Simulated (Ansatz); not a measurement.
# Sn: isotropic strain −0.50 %

The parent structure is Sn in the diamond structure (space group Fd-3m, No. 227; a = 6.474 Å; relaxed with 0.1 eV smearing).

The change: the cell is scaled by 0.9950 in all directions; the atoms relax in the strained cell.

Calculations: Ansatz (an electronic-structure program) LDA, without spin-orbit coupling. Γ-centred 16×16×16 mesh, Fermi–Dirac width 0.1 eV.

```csv
quantity,base,changed,shift
volume per atom,33.93 Å³,33.42 Å³,-0.51 Å³
space group,Fd-3m (No. 227),Fd-3m (No. 227),–
energy relative to the base (free energy F),0 meV/atom,+1.1 meV/atom,+1.1 meV/atom
pressure,0.0 GPa,0.7 GPa,+0.7 GPa
band gap,zero,zero,–
```

Final structure:

```
CELL_PARAMETERS angstrom
      0.00000     3.22105     3.22105
      3.22105     0.00000     3.22105
      3.22105     3.22105     0.00000
ATOMIC_POSITIONS crystal
  Sn 0.00000 0.00000 0.00000
  Sn 0.25000 0.25000 0.25000
```

Stability against distortions was not tested.
